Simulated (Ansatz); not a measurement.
The structure below was relaxed with PBEsol-D3(BJ) (Ansatz, an electronic-structure program), spin-orbit coupling left out.

Space group P-3m1 (No. 164); a = 3.235 Å, b = 3.235 Å, c = 4.472 Å, α = 90.00°, β = 90.00°, γ = 120.00°

```tsv
atom	site	symmetry	x	y	z
Zr	1a	-3m.	0.0000	0.0000	0.0000
O	2d	3m.	0.3333	0.6667	0.2144
```

**Question.** Write out a cell with all atoms.

**Answer.** 
```cif
data_O2Zr
_chemical_formula_sum 'Zr1 O2'
_space_group_name_H-M_alt 'P 1'
_space_group_IT_number 1
_cell_length_a 3.23533
_cell_length_b 3.23533
_cell_length_c 4.47167
_cell_angle_alpha 90.000
_cell_angle_beta 90.000
_cell_angle_gamma 120.000
loop_
_space_group_symop_operation_xyz
  'x, y, z'
loop_
_atom_site_label
_atom_site_type_symbol
_atom_site_fract_x
_atom_site_fract_y
_atom_site_fract_z
_atom_site_occupancy
Zr1 Zr 0.00000 0.00000 0.00000 1
O1 O 0.33333 0.66667 0.21445 1
O2 O 0.66667 0.33333 0.78555 1
```
This is the conventional cell.

Stability against distortions was not tested. The cell was made from ZrS2 by this change: S → O; the result is a hypothetical phase, not in the database extracts checked.
